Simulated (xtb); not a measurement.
xtb 6.7.1, GFN1-xTB: Si(H)(NCO)2(NMe2) (CN(C)[SiH](N=C=O)N=C=O), 17 atoms. The geometry is a generated start, not checked to be a minimum at this level.

- method = GFN1-xTB
- --acc = 1 (default)
- --etemp (K) = 300 (default)
- detailed input (--input) = none: ANC optimiser, Lindh (1995) Hessian, microcycle=20, maxdispl=1.0, hlow=0.01 (default)
- basis functions = 60
- valence electrons = 54

```xyz
17

Si     0.6897     0.0528     0.6065
N      1.3662     1.5056    -0.0189
C      1.9983     2.5091    -0.0023
O      2.5808     3.5059    -0.0608
N      1.6023    -1.2894     0.0407
C      2.5436    -2.0125     0.0587
O      3.4097    -2.7760     0.0070
N     -0.8194    -0.0982    -0.1725
C     -1.5011    -1.3668    -0.2909
C     -1.7239     1.0230    -0.2857
H      0.7730     0.0930     2.0690
H     -2.0296    -1.4100    -1.2447
H     -0.7786    -2.1762    -0.2545
H     -2.2306    -1.5077     0.5128
H     -2.2477     0.9765    -1.2426
H     -2.4706     1.0195     0.5151
H     -1.1623     1.9516    -0.2368
```

The structure is relaxed from this start with --opt LEVEL for the levels crude, sloppy, loose, lax, normal, tight, vtight, extreme, once each. Up to the end of the extreme run atoms move by at most 0.33 Å along an axis.

Question: What is the loosest level that ends within 1 meV of the extreme run, and how many cycles does it take?

Answer: lax: 17 cycles against 33, ending 0.54 meV above.

| level | cycles | energy above the extreme run (meV) | gradient norm (eV/Å) |
|---|---|---|---|
| crude | 11 | 11 | 0.44 |
| sloppy | 15 | 2.3 | 0.18 |
| loose | 15 | 2.3 | 0.18 |
| lax | 17 | 0.54 | 0.12 |
| normal | 19 | 0.082 | 0.045 |
| tight | 21 | 0.044 | 0.020 |
| vtight | 30 | under 0.01 | 0.0040 |
| extreme | 33 | — | 0.0018 |
